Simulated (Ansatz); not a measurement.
BN is modelled in the cubic space group F-43m (No. 216), the zinc blende structure, Pearson symbol cF8. Conventional cell: a = b = c = 3.581 Å, α = β = γ = 90.00°. N on 4d has 4 B at 1.550 Å (tetrahedral). B on 4a sees 4 N at 1.550 Å (tetrahedral). (Neighbours: up to the widest gap in distance over summed covalent radii, below 1.35, at either atom.)
(The calculation used a cell of 2 atoms; values per cell refer to that cell.)

The cell is fixed at its relaxed static size. Melting and transitions to other phases are not modelled. An odd repeat of the supercell leaves out some zone-boundary points, where instabilities often lie.

Problem. Is this phase dynamically stable in the harmonic approximation, and at 300, 600 K by the stochastic self-consistent harmonic approximation in a 3×3×3 supercell, LDA in Ansatz (a program for electronic structure)? Give the softest mode in each case.

Solution. Harmonic: softest mode 428 cm⁻¹ at q = (0.00, 0.00, 0.33), so stable at the wave vectors of the supercell. 300 K: stable, softest second derivative of the free energy 423 cm⁻¹ (error under 1) at q = (0.00, 0.00, 0.33), at 4.8 GPa in this cell. 600 K: stable, softest second derivative of the free energy 423 cm⁻¹ (error under 1) at q = (0.00, 0.00, 0.33), at 5.8 GPa in this cell. The verdict is statistical, holds for these wave vectors and this fixed cell alone, and errs towards stability where frames are few. Wave vectors are fractions of the primitive cell's reciprocal vectors.
